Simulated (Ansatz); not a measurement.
# WSe2 in the 2H-MoS2 type structure (space group P6_3/mmc, No. 194; layered, stacked along the Cartesian z axis)

```xyz
6
Lattice="3.2999 0.0000 0.0000 -1.6499 2.8578 0.0000 0.0000 0.0000 13.1513" Properties=species:S:1:pos:R:3 pbc="T T T"
W      0.0000     1.9052     3.2878
W      1.6499     0.9526     9.8635
Se     0.0000     1.9052     8.1980
Se     1.6499     0.9526     1.6224
Se     1.6499     0.9526     4.9533
Se     0.0000     1.9052    11.5289
```

The values are results of r2SCAN+rVV10 (Ansatz, a first-principles code; PAW; 500 eV plane waves; no SOC), not measurements. Γ-centred 11×11×3 mesh, Fermi–Dirac width 0.05 eV.

- Volume per atom: 20.67 Å³
- Density: 9.15 g/cm³
- Band gap: 1.12 eV, indirect, Γ → k = (0.182, 0.182, 0) in the run's primitive reciprocal basis
- Hole mass: 0.96 mₑ along c, 0.77 mₑ across
- Total energy: -7116.667 eV/atom (σ→0; compares only within this code and set-up)

Spin-orbit coupling, missing from the scalar runs, can matter with W. Effective masses come from finite differences of ±0.01 Å⁻¹. Stability against distortions was not tested.
